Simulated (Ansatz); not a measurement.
Consider SnTeO3 (space group R3c, No. 161; a hypothetical phase, not in the database extracts checked).

```
CELL_PARAMETERS angstrom
      3.26542     1.88529     4.74077
     -3.26542     1.88529     4.74077
      0.00000    -3.77058     4.74077
ATOMIC_POSITIONS crystal
  Sn 0.53001 0.53001 0.53001
  Sn 0.03001 0.03001 0.03001
  Te 0.81456 0.81456 0.81456
  Te 0.31456 0.31456 0.31456
  O  0.39238 0.15568 0.63446
  O  0.63446 0.39238 0.15568
  O  0.15568 0.63446 0.39238
  O  0.13446 0.65568 0.89238
  O  0.65568 0.89238 0.13446
  O  0.89238 0.13446 0.65568
```

Cartesian axes are those of the cell as printed.

Level of theory: Ansatz (an electronic-structure program), PBE, PAW, cutoff 420 eV, no SOC.

Now apply this change: every lattice vector is stretched by 1.90 %, atoms relaxed at fixed cell.

Question: Predict the stress tensor and what it implies for the stiffness.

Answer: Stress of the strained cell less that of the base (GPa, compression positive):
```
  -1.19    0.00    0.00
   0.00   -1.19    0.00
   0.00    0.00   -0.41
```

Then B = −ΔP/(ΔV/V₀) with ΔV/V₀ = 0.0581 gives secant stiffness values (nonlinear terms included at this strain): B (at held cell shape, above the free-shape value) ≈ 16 GPa.

Whether these cells are dynamically stable was not tested.
